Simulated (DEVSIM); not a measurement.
System: Schottky contact on p-type Si, at 300 K.

```tsv
layer (left to right)	material	thickness (μm)	Na (cm⁻³)	τn (s)	τp (s)
1	Si	0.550	3.6e15	2.2e-5	2.2e-5
```

Left contact: Schottky, work function 4.714 eV, emission velocity 3.6e6 cm/s. Right contact: ohmic. Voltage is applied to the left contact. Recombination: SRH at mid-gap, radiative. Mobility is constant in doping.

The device is made up for the run: typed textbook-type constants, with dimensions and the other settings drawn at random. Values at 300 K.

| parameter | Si |
|---|---|
| gap (eV) | 1.124 |
| affinity (eV) | 4.05 |
| permittivity | 11.7 |
| Nc (cm⁻³) | 2.86e19 |
| Nv (cm⁻³) | 3.1e19 |
| μn (cm²/Vs) | 1417 |
| μp (cm²/Vs) | 470 |
| B (cm³/s) | 4.7e-15 |

DEVSIM, 1D drift-diffusion, Boltzmann statistics, complete ionisation; no tunnelling, impact ionisation, image-force lowering or self-heating. Metal contacts follow the ideal Schottky-Mott rule: no Fermi-level pinning, no interface dipoles.

Q: Tabulate band edges, carrier densities and field at zero bias.

A: Energies count from the Fermi level of the right contact; mesh points crowd at the junctions.

| x (μm) | Ec (eV) | Ev (eV) | n (cm⁻³) | p (cm⁻³) | field (V/cm) |
|---|---|---|---|---|---|
| 0.000 | 0.664 | -0.460 | 2.0e8 | 5.8e11 | 15000 |
| 0.006598 | 0.674 | -0.450 | 1.4e8 | 8.5e11 | 15000 |
| 0.01334 | 0.683 | -0.441 | 9.5e7 | 1.2e12 | 14000 |
| 0.02327 | 0.697 | -0.427 | 5.5e7 | 2.1e12 | 14000 |
| 0.04048 | 0.720 | -0.404 | 2.3e7 | 5.0e12 | 13000 |
| 0.05719 | 0.740 | -0.384 | 1.0e7 | 1.1e13 | 12000 |
| 0.07427 | 0.759 | -0.365 | 5000000 | 2.3e13 | 11000 |
| 0.1091 | 0.794 | -0.330 | 1300000 | 8.8e13 | 8900 |
| 0.1430 | 0.821 | -0.303 | 470000 | 2.5e14 | 7100 |
| 0.1776 | 0.842 | -0.282 | 200000 | 5.7e14 | 5400 |
| 0.2286 | 0.864 | -0.260 | 88000 | 1.3e15 | 3300 |
| 0.3068 | 0.881 | -0.243 | 46000 | 2.5e15 | 1300 |
| 0.3607 | 0.885 | -0.238 | 38000 | 3.1e15 | 610 |
| 0.3973 | 0.887 | -0.237 | 36000 | 3.3e15 | 370 |
| 0.4434 | 0.889 | -0.235 | 34000 | 3.4e15 | 200 |
| 0.4700 | 0.889 | -0.235 | 33000 | 3.5e15 | 140 |
| 0.4880 | 0.889 | -0.235 | 33000 | 3.5e15 | 110 |
| 0.5057 | 0.889 | -0.235 | 33000 | 3.5e15 | 97 |
| 0.5239 | 0.890 | -0.234 | 33000 | 3.6e15 | 86 |
| 0.5344 | 0.890 | -0.234 | 32000 | 3.6e15 | 82 |
| 0.5415 | 0.890 | -0.234 | 32000 | 3.6e15 | 80 |
| 0.5500 | 0.890 | -0.234 | 32000 | 3.6e15 | 80 |
